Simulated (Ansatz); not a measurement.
Terminations of the (000-1) surface of wurtzite CdS (S plane on top), measured from the surface '2x2 with 2 H on 4 top atoms'. Atoms come from or go to: Al: fcc Al, Cd: hcp Cd, H: ½ H2(g), In: tetragonal indium, N: ½ N2(g), O: ½ O2(g), S: ⅛ S8(g), Si: silicon. ΔE is the energy of forming the row's surface from that one (negative: more stable at these reservoirs); the vacuum level's shift is aligned on the shared bottom. No zero-point or thermal terms. These are constructed structures in small cells; real faces may alloy, dewet or reconstruct in larger ones, and not all known structures of the face are among them. Slabs of about 14 Å with all that they carry, Fermi-Dirac smearing of 0.025 eV. Bottom of the slabs: H caps. Relaxed from the named starts with such symmetry as they have, on meshes of like density; energies extrapolated to zero smearing; no spin-orbit coupling, no U. Spin-polarised runs, if any, are marked in brackets, and their order is one that fits the cell; the others ran without spin. Where a second, spin-polarised start was run, the lower counts. A dash marks a value that is undefined for that row (no clear gap, or no work function of a gapped slab) or was not read reliably on its mesh.

These are PBE (plane waves to 420 eV, PAW; Ansatz, an electronic-structure program) values and carry that method's errors.

| surface | atoms added per 1x1 | ΔE per 1x1 (eV) | slab gap (eV) | shift of the vacuum level (eV) | work function (eV) |
|---|---|---|---|---|---|
| 2x2 with 3 H on 4 top atoms [spin start, no net moment] | +0.25 H | 0.31 | – | -1.12 | – |
| 2x2 In adatom at H3 [spin, 0.9 μB a cell] | -0.5 H, +0.25 In | ___ | – | -0.12 | – |
| 2x2 Al adatom at T4 (3 Al–S bonds formed) [spin, 1.0 μB a cell] | +0.25 Al, -0.5 H | 0.23 | – | 0.32 | – |
| Cd trimer, 2x2 | +0.75 Cd, -0.5 H | ___ | – | -0.71 | 4.14 |
| 2x2 with 2 NH2 on 4 top atoms (like top atoms buckled by 0.3 Å) | +0.5 H, +0.5 N | 0.16 | 1.50 | -0.30 | – |
| 2x2 with 2 H on 4 top atoms | none | 0.00 | 1.60 | 0.00 | – |
| 2x2 Si adatom at H3 | -0.5 H, +0.25 Si | 0.37 | 1.11 | 0.48 | – |
| H on every top atom (like top atoms buckled by 0.8 Å) | +0.5 H | 0.72 | – | -1.12 | – |
| OH on every top atom (2 H–O bonds formed; 2 H–O, 2 O–S bonds broke) | +0.5 H, +1 O | -1.10 | – | 0.80 | 6.21 |
| 2x2 S adatom at H3 (2 S–S bonds formed; 2 Cd–S bonds broke) | -0.5 H, +0.25 S | 0.50 | 0.91 | 0.89 | – |
| 2x2 S adatom at T1 [spin, 1.9 μB a cell] | -0.5 H, +0.25 S | 0.65 | – | 0.54 | – |
| 2x2 cell from a buckled start | -0.5 H | 0.73 | – | 1.54 | 6.81 |

### Question
Fill in the missing entries.

### Answer

- 2x2 In adatom at H3 [spin, 0.9 μB a cell], ΔE per 1x1 (eV): 0.19
- Cd trimer, 2x2, ΔE per 1x1 (eV): 0.51
